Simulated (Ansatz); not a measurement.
By PBEsol, the system below comes out a metal.

Here is the system:

```xyz
4
Lattice="4.4860 0.0000 0.0000 -2.2082 3.9049 0.0000 0.0000 0.0000 4.5555" Properties=species:S:1:pos:R:3 pbc="T T T"
Ga     0.0966     2.5604     1.8924
Ga     2.1812     1.3445     2.6631
Ga    -1.1659     3.2969     4.1701
Ga     3.4437     0.6080     0.3854
```

Space group of this cell: Cmce. The cell is strained (lengths across the current scaled by 1.02, ions clamped); by PBEsol its mean pressure is -2.5 GPa.

The current flows along the normal of the first two printed cell vectors. No spin-orbit coupling; the value is a mean over 0.1 eV about the Fermi level.

Question: Predict the ballistic conductance per area from PBEsol (Ansatz, a program for electronic structure).

Answer: 0.38 × 10¹⁵ S/m² for both spins.
